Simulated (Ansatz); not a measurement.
Start from LaTaO4 (space group Cmc2_1, No. 36; a = 3.941 Å, b = 14.663 Å, c = 5.603 Å).

The values are results of Ansatz (a quantum-chemistry and plane-wave program), PBEsol, PAW, cutoff 420 eV, no SOC, not measurements.

One change was made to it. Results:

```tsv
quantity	base	after
gap character	indirect, Σ₀–Γ (14 % along) → Γ	direct at Γ
volume per atom	13.49 Å³	12.77 Å³
```

Task: Which change produced these results?
A) pressure −2 GPa
B) pressure 3 GPa
C) pressure 7.5 GPa
D) pressure −1 GPa

Result: C, pressure 7.5 GPa. For comparison, the volume per atom in the other runs: pressure −1 GPa gives 13.61 Å³; pressure −2 GPa gives 13.73 Å³; pressure 3 GPa gives 13.17 Å³.

Spin-orbit coupling, missing from the scalar runs, can matter with Ta. Load acts through the strain it causes; cell and atoms are relaxed under it. No phonon test of stability was made. No other phases were tried under pressure.
